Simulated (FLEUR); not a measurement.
Input and output of a self-consistent single point for SiO₂ (P4_2/mnm, 6 atoms in the cell) (FLEUR).

Level of theory: FLEUR with PBE, all-electron FLAPW (FLEUR), scalar-relativistic valence.

The change in words: lattice scaled by 0.98. Reference geometry:
```yaml
crystal:
  lattice:
    - [4.16205, 0.00000, 0.00000]
    - [0.00000, 4.16205, 0.00000]
    - [0.00000, 0.00000, 2.64824]
  atoms:
    - { symbol: Si, position: [0.50000, 0.50000, 0.50000] }
    - { symbol: Si, position: [0.00000, 0.00000, 0.00000] }
    - { symbol: O, position: [0.69316, 0.69316, 0.00000] }
    - { symbol: O, position: [0.30684, 0.30684, 0.00000] }
    - { symbol: O, position: [0.80684, 0.19316, 0.50000] }
    - { symbol: O, position: [0.19316, 0.80684, 0.50000] }
```

Reference input (self-consistent single point, DFT, PBE, all-electron FLAPW (FLEUR), scalar-relativistic valence): Kmax = 4.2 1/bohr; GmaxXC = 16.8 1/bohr; xcFunctional = pbe; jspins = 1; l_soc = F; mode = hist; fermiSmearingEnergy = 0.0001 Htr; mesh (inpgen div1-3) = 4 4 6; inpgen gamma flag = true; Gmax = 16.8 1/bohr; numbands = 0; maxIterBroyd = 40. This run's input differs from it in these lines:

```diff
@@ -3,5 +3,5 @@
 &input film=f /
-4.1620530000 0.0000000000 0.0000000000
-0.0000000000 4.1620530000 0.0000000000
-0.0000000000 0.0000000000 2.6482390000
+4.0788120000 0.0000000000 0.0000000000
+0.0000000000 4.0788120000 0.0000000000
+0.0000000000 0.0000000000 2.5952740000
 1.8897261246
@@ -47,5 +47,5 @@
          <bravaisMatrix>
-            <row-1>    7.8651402860698036     0.0000000000000000     0.0000000000000000</row-1>
-            <row-2>    0.0000000000000000     7.8651402860698036     0.0000000000000000</row-2>
-            <row-3>    0.0000000000000000     0.0000000000000000     5.0044464224845786</row-3>
+            <row-1>    7.7078375937319752     0.0000000000000000     0.0000000000000000</row-1>
+            <row-2>    0.0000000000000000     7.7078375937319752     0.0000000000000000</row-2>
+            <row-3>    0.0000000000000000     0.0000000000000000     4.9043570782951402</row-3>
          </bravaisMatrix>
```

Log, with long lists cut:

```
 Iteration:     1   Distance:      30.27921886 me/bohr^3
 Iteration:     2   Distance:      27.02153103 me/bohr^3
 Iteration:     3   Distance:      10.60572095 me/bohr^3
 Iteration:     4   Distance:       3.93859014 me/bohr^3
 Iteration:     5   Distance:       0.91126882 me/bohr^3
   [... 6 lines left out ...]
 Iteration:    12   Distance:       0.00030221 me/bohr^3
 Iteration:    13   Distance:       0.00002019 me/bohr^3
 Iteration:    14   Distance:       0.00001800 me/bohr^3
 Iteration:    15   Distance:       0.00000149 me/bohr^3
 Reset of history
 Run finished successfully
 Stop message:
   Structural relaxation: new displacements generated

[file out, last iteration]
             iter=     16
[...]
          total density-effective poten   -1.3396966773E+03
          total charge density-energy d   -7.6603407626E+01
 Updated energy parameters for spin:           1
[...]
 fermi energy and band-weighting factors:
    1.010693

[...]
FERMIE:
          first approx. to ef    (T=0)  :   0.392737 htr   (energy of the highest occ. eigenvalue)
          number of occ. states  (T=0)  :        384
          first approx. to seigv (T=0)  :   2.065256 htr
          sum of weights of occ. states :  16.000000
          sum of semicore charge        :   0.000000 e
FERHIS:  Fermi-Energy by histogram:
          bandgap                     :   0.260098 htr
   [... lines left out ...]
          charge neutrality (T=0)     :   0.000000    (zero if the highest occ. eigenvalue is "entirely" occupied)
 Direct bandgap for spin            1 :   0.26009789369693037       Htr
 ---->    free energy=                      -881.2913032151 htr
   [... lines left out ...]
      extrapolation for T->0
 ---->    total electron energy=            -881.2913032151 htr
 ***** TOTAL FORCES ON ATOMS *****
 TOTAL FORCE FOR ATOM TYPE=  1  X=  3.854   Y=  3.854   Z=  2.452
                       FX_TOT= 0.000000 FY_TOT= 0.000000 FZ_TOT= 0.000000
 TOTAL FORCE FOR ATOM TYPE=  2  X= -2.365   Y= -2.365   Z=  0.000
                       FX_TOT= 0.010647 FY_TOT= 0.010647 FZ_TOT= 0.000000
```

The run converged in 15 iterations. FLEUR gives forces in its relaxation mode, with a further iteration, so its stop message speaks of a relaxation. Against the reference run the free energy goes up by 87.2 meV/atom, the largest force goes from 0.267 to 0.774 eV/Å and the gap on the mesh goes from 5.969 to 7.078 eV.

The starting cell comes from a database of computed structures (which also holds hypothetical and non-ambient phases and stackings), without a prior relaxation at this level. Its lattice was rescaled by a random factor within 2.5 % of one. For this run, on top of that: lattice scaled by 0.98. Values depend on the basis (sphere radii, cutoffs, local orbitals), which need not be converged.

Cost on one core of a shared machine: roughly 40 s.
